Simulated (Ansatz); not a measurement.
Start from SrZrO3 in the cubic perovskite structure (space group Pm-3m, No. 221; a = 4.130 Å).

Perturbation: a negative pressure, −2 GPa.

Levels (all Ansatz, a quantum-chemistry and plane-wave program, PAW): PBEsol (420 eV, no spin-orbit coupling); PBEsol+SOC (420 eV, spin-orbit coupling included).

The geometry is relaxed with PBEsol.

| Quantity | Value |
|---|---|
| PBEsol band gap | 3.28 eV |
| PBEsol pressure | -2.00 GPa |

With PBEsol+SOC at the same geometry, the band gap decreases by 0.03 eV, from 3.28 eV to 3.25 eV; the hole mass (degenerate bands, along [100]) is 0.86, 2.3 mₑ (at R); the pressure hardly moves (-2.00 GPa against -2.01 GPa).

Single points use the geometry relaxed with PBEsol. The spin-orbit shifts are approximate. Load acts through the strain it causes; cell and atoms are relaxed under it. Effective masses come from finite differences of ±0.01 Å⁻¹. No phonon test of stability was made. Many cubic perovskites are stable only at high temperature; tilts and polar distortions were not tested.
